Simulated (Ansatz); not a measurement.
Start from CaTiO3 in the cubic perovskite structure (space group Pm-3m, No. 221; a = 3.841 Å; a model cell). Axes: x, y, z lie along the cube axes.

The change: tensile biaxial strain of 0.93 % in the plane normal to [001], as in epitaxy on a mismatched substrate; the out-of-plane cell vector and the atoms relax.

Levels (all Ansatz, a program for electronic structure, PAW): PBEsol (420 eV, no SOC); PBEsol+SOC (420 eV, with spin-orbit coupling).

The geometry is relaxed with PBEsol.

| Property | Value |
|---|---|
| PBEsol band gap | 1.84 eV |
| PBEsol gap character | indirect, A → Γ |

### Question
What does PBEsol+SOC give at this geometry for the electron mass, band gap and gap character?

### Answer
The electron mass comes out as 2.2 mₑ out of plane, 0.39 mₑ in plane (at Γ); the band gap falls by 0.01 eV, from 1.84 eV to 1.83 eV; the gap character stays indirect, A → Γ.

Single points use the geometry relaxed with PBEsol. The spin-orbit shifts are approximate. Effective masses come from finite differences of ±0.01 Å⁻¹. Stability against distortions was not tested. The runs without spin-orbit coupling are not spin-polarised. Many cubic perovskites are stable only at high temperature; tilts and polar distortions were not tested. Labels are those of the standard path for the cell's own space group.
